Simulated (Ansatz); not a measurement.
Levels about the gap of amorphous Ge20S40Cu4 (64 atoms in a cell of 1495 Å³, 3.32 g/cm³; zone centre alone, so wide bands show as single levels with stretches between that a denser mesh fills), at the geometry that PBE-D3(BJ) relaxed, where it gives 0.0 GPa on a denser mesh. The participation number counts the atoms over which a state spreads; weights are charges in smoothed Voronoi cells. The levels come from a single point, so bond lengths are those of that geometry. Method of the levels: r2SCAN, scalar-relativistic without spin-orbit coupling (Ansatz, a program for electronic structure). Sampling: the zone centre alone; Fermi-Dirac width 0.05 eV; no spin polarisation.

It comes from a melt-quench run on a machine-learned potential (CHGNet), relaxed afterwards by DFT. The hot cell started wider than the set density and was brought back towards it in steps. It is the lowest in DFT energy of 3 quenches. It is a model cell: composition and starting density were chosen by hand, and all elements were melted together. The geometry includes D3(BJ) dispersion. Its density started from a set value of 2.91 and ended at 3.32 g/cm³. The quench (nominally 64 K/ps over its main leg) was far faster than any real one, so the model tends to hold more defects than a real film. Values belong to this one cell and scatter from quench to quench. Volume and shape were free in the relaxation.

```csv
"E - E(highest filled), eV",filling,participation number,largest on,weight S,weight Cu,weight Ge
-0.57,filled,8.2,"S, 2 neighbours",0.66,0.26,0.07
-0.53,filled,15.9,"Cu, 4 neighbours",0.52,0.34,0.14
-0.45,filled,12.9,"Cu, 4 neighbours",0.48,0.38,0.14
-0.39,filled,6.7,"Cu, 4 neighbours",0.41,0.52,0.08
-0.28,filled,17.2,"Cu, 5 neighbours",0.54,0.26,0.20
-0.10,filled,9.0,"Cu, 4 neighbours",0.48,0.37,0.16
0.00,filled,7.3,"Cu, 5 neighbours",0.45,0.49,0.06
1.01,empty,17.0,"Ge, 4 neighbours",0.59,0.04,0.37
1.14,empty,21.9,"S, 2 neighbours",0.62,0.06,0.32
1.22,empty,15.9,"S, 3 neighbours",0.66,0.03,0.31
1.29,empty,21.2,"Ge, 4 neighbours",0.66,0.02,0.31
1.40,empty,16.7,"S, 3 neighbours",0.70,0.02,0.28
1.54,empty,31.7,"S, 2 neighbours",0.67,0.03,0.30
1.62,empty,28.9,"Ge, 4 neighbours",0.61,0.03,0.35
```

Most localised among these is the filled level at -0.39 eV, on a Cu atom, which has 4 neighbours (S 2.31 Å, S 2.31 Å, S 2.32 Å, S 2.35 Å).
